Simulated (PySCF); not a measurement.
PySCF 2.14.0, TPSSH/def2-svpd, df: F[SiH](F)[Si](F)(F)F, 8 atoms. The geometry is a generated start, not checked to be a minimum at this level.

| Property | Result |
|---|---|
| task | energy |
| method | tpssh |
| basis | def2-svpd |
| two-electron scheme | density fitting |
| mol.max_memory | 3000 MB |
| mf.max_cycle | 100 |
| mf.conv_tol | 1e-09 (default) |
| mf.grids.level | 3 (default) |
| basis functions | 171 |
| grid points | 119480 |

```xyz
8

Si    -1.1533    -0.0270    -0.0910
F     -1.7307    -1.2167     0.8008
F     -1.7861     1.2463     0.6274
Si     1.1058     0.0287     0.0363
F      1.8315     0.0819     1.4470
F      1.7231     1.2527    -0.7641
F      1.7813    -1.2282    -0.6598
H     -1.7716    -0.1378    -1.3966
```

With the defaults (mf.DIIS = CDIIS, mf.diis = true, mf.diis_space = 8, mf.init_guess = minao, mf.damp = 0, mf.diis_start_cycle = 1, mf.level_shift = 0) it converges in 12 Fock builds. One run each on 2 threads, 1 BLAS thread, with these changes:
- mf.diis_space = 3
- mf.diis_space = 12
- mf.damp = 0.3, mf.diis_start_cycle = 4
- mf.diis = false
- mf.init_guess = sap
- mf.diis_space = 20
- mf.level_shift = 1 Hartree
- mf.init_guess = 1e
- mf.DIIS = EDIIS

**Question.** Which runs fail or end elsewhere than the default run?

**Answer.** No convergence: mf.DIIS = EDIIS; mf.diis = false (the run ends without SCF convergence in 100 cycles). The rest reach the solution of the defaults.

```csv
setting,Fock builds,end
mf.init_guess = sap,11,same solution
the defaults,12,same solution
mf.diis_space = 12,12,same solution
mf.diis_space = 20,12,same solution
mf.diis_space = 3,15,same solution
"mf.damp = 0.3, mf.diis_start_cycle = 4",15,same solution
mf.init_guess = 1e,19,same solution
mf.level_shift = 1 Hartree,29,same solution
mf.DIIS = EDIIS,101,no convergence
mf.diis = false,101,no convergence
```
